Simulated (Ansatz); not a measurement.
**A constructed model of the (110) surface of bcc Nb, a layer of Ir in place of the third plane (bottom of the slab: a bare face, its two planes held)**

All values below come from PBE (plane waves to 420 eV, PAW; Ansatz, a quantum-chemistry and plane-wave program).

Set-up: 6 atoms, 11.4 Å thick at the start; mesh 14x14x1; 0.1 eV smearing; dipole correction on; 2 atoms held, the rest relaxed; start symmetry kept, larger cells not searched; no spin, no spin-orbit, no U. In PBE it is, or lies within 0.01 eV a 1x1 cell of, the lowest of the 2 structures of its composition computed so far; larger cells were not tried.

```yaml
work_function_of_the_top_face: 4.56 eV
energy_released_by_relaxation: 0.067 eV
cost: very roughly 4 core-minutes
```
